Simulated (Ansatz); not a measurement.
Structures of equal composition on the (111) surface of fcc Cu: one row in 3 of the top plane missing; (√3x√3)R30°, one Cu site of the top plane empty. The slabs share one bottom face, and each structure is named by its start. These are constructed structures in small cells; real faces may alloy, dewet or reconstruct in larger ones, and not all known structures of the face are among them. Slabs of about 11 Å, Fermi-Dirac smearing of 0.1 eV. Bottom of the slabs: a bare face, its two planes held. Relaxed from the named starts with such symmetry as they have, on meshes of like density; energies extrapolated to zero smearing; spin only where a row says so; no spin-orbit coupling, no U. Brackets mark spin-polarised runs, whose order is one that fits the cell. The cells differ, so small differences also carry the error of unlike k-meshes.

Calculation: PBE (plane waves to 420 eV, PAW; Ansatz, an electronic-structure program).

Q: Order them by energy per 1x1 cell (lowest first) at the level PBE.

A: one row in 3 of the top plane missing (0.00 eV), (√3x√3)R30°, one Cu site of the top plane empty (0.08 eV)
